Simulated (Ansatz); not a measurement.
Worked example: relaxation of cell and atoms of FeSb (P6_3/mmc, 4 atoms in the cell) in Ansatz (an electronic-structure program).

Method: LDA (PW92), default PAW files made with PBE (plane waves; Ansatz).

The change in words: atoms on their sites; basis.ecutwfc: 420 eV → 210 eV; relax: default → cell and atoms. Reference geometry:
```yaml
crystal:
  lattice:
    - [3.99474, 0.00000, 0.00000]
    - [-1.99737, 3.45954, 0.00000]
    - [0.00000, 0.00000, 4.99466]
  atoms:
    - { symbol: Fe, position: [0.00000, 0.00000, 0.01001], spin: 4.0 }
    - { symbol: Fe, position: [0.00000, 0.00000, 0.50000], spin: 4.0 }
    - { symbol: Sb, position: [0.66667, 0.33333, 0.25000] }
    - { symbol: Sb, position: [0.33333, 0.66667, 0.75000] }
```
(The spins are starting values, not results.)

Reference input (self-consistent single point, DFT, LDA (PW92), plane waves, default PAW files made with PBE): basis.ecutwfc = 420 eV; kpoints.mp_grid.grid = 5 5 3; hamiltonian.xc = lda; hamiltonian.pseudopotentials = {kind: paw} (the program's default PAW files); magnetization.spin_polarized = true; scf.occupations.method = fermi_dirac; scf.occupations.width = 0.1 eV. This run's input differs from it in these lines:

Ansatz 0.2 input:
```diff
@@ -6,3 +6,3 @@
   atoms:
-    - { symbol: Fe, position_ang: [0.000000, 0.000000, 0.050002], spin: 4.0 }
+    - { symbol: Fe, position_ang: [0.000000, 0.000000, 0.000000], spin: 4.0 }
     - { symbol: Fe, position_ang: [0.000000, 0.000000, 2.497330], spin: 4.0 }
@@ -11,3 +11,3 @@
 basis:
-  ecutwfc: 420.0
+  ecutwfc: 210.0
 kpoints:
@@ -21,2 +21,4 @@
   occupations: { method: fermi_dirac, width: 0.1 }
+relax:
+  cell: {}
 output:
```

The program printed (abridged):

```
   [... SCF lines of the steps left out ...]
relax step   1: F+E_penalty+E_count = -21475.81636555 eV  Δ(F+E_penalty+E_count) = +0.000e0 eV  max|allowed force component| = 1.110e-16 eV/Å  Δτ_max = 0.0000 Å  P = -4.302 GPa  Ω = 69.026 Å³  (15 SCF iters, dr2 threshold 1.00e-7 eV, accepted)
relax step   2: F+E_penalty+E_count = -21481.84363136 eV  Δ(F+E_penalty+E_count) = -6.027e0 eV  max|allowed force component| = 7.170e-17 eV/Å  Δτ_max = 0.0000 Å  P = +65.116 GPa  Ω = 66.502 Å³  energy of the carried Pulay correction = +6.741e0 eV  [...]
   [... lines left out ...]
relax step 119: F+E_penalty+E_count = -21475.82413555 eV  Δ(F+E_penalty+E_count) = +6.339e-2 eV  max|allowed force component| = 3.585e-17 eV/Å  Δτ_max = 0.0000 Å  P = -0.934 GPa  Ω = 67.036 Å³  stress off target by 1.38e0 GPa  SCF on the basis [...]
relax step 120: F+E_penalty+E_count = -21475.90822583 eV  Δ(F+E_penalty+E_count) = -8.409e-2 eV  max|allowed force component| = 7.286e-17 eV/Å  Δτ_max = 0.0000 Å  P = -0.316 GPa  Ω = 67.006 Å³  energy of the carried Pulay correction = +8.394e-2 eV  [...]
Step failed. What follows is not a result of the run: it is the report of the last solve that finished, which converged after 9 SCF iterations.
Magnetization: 3.2196 μB (32.6098 up, 29.3902 down)
Absolute magnetization: 3.6039 μB (∫|ρ↑−ρ↓|, with the PAW one-centre terms)
Spin contamination: 0.0889 ħ² per cell (⟨S²⟩ above its minimum at these occupations)
   [... lines left out ...]
Free energy (F): -21475.908226 eV
Fermi energy:    15.488095 eV
Error: variable-cell relaxation did not converge after 120 `relax_step` rows, as none of its last 40 fresh-basis SCF(s) at a relaxed cell met both thresholds with a finite energy. The last misses `relax.cell.stress_tol`: largest allowed force component 3.59e-17 eV/Å (`relax.f_tol` 1.00e-2 eV/Å), stress off the target on the free part of the cell 1.38e0 GPa (`relax.cell.stress_tol` 5.00e-2 GPa), F+E_penalty+E_count -21475.82413555 eV. The closest is row 111, whose structure comes with this error. Larger ratio of force or stress to its threshold at each such SCF whose figures are numbers: 62.250, 90.988, 65.719, 78.650, 67.146, 91.223, 38.104, 31.066, 49.700, 70.439, 29.325, 58.951, [...]
   [... lines left out ...]
to start a new deck from the relaxed geometry:
  cell:  # Å, volume = 67.0337 Å³
    - [3.9650984936419764, 0.0, 0.0]
    - [-1.9825492468209882, 3.4338760240013624, 0.0]
    - [0.0, 0.0, 4.923283353602788]
  atoms:
    - { symbol: Fe, position: [9.727051697816615e-32, 6.996315162287126e-32, -3.469446951953614e-18] }
    - { symbol: Fe, position: [9.728432033441897e-32, 6.997812473529688e-32, 0.5] }
    - { symbol: Sb, position: [0.6666666666666667, 0.3333333333333334, 0.25] }
    - { symbol: Sb, position: [0.33333333333333337, 0.6666666666666667, 0.7499999999999999] }
```

The relaxation ended unconverged. 

The starting cell comes from a database of computed structures (which also holds hypothetical and non-ambient phases and stackings), without a prior relaxation at this level. Its lattice was rescaled by up to half a per cent. The cutoff lies below the one recommended for these files.

Cost on one core of a shared machine: roughly 3 min.
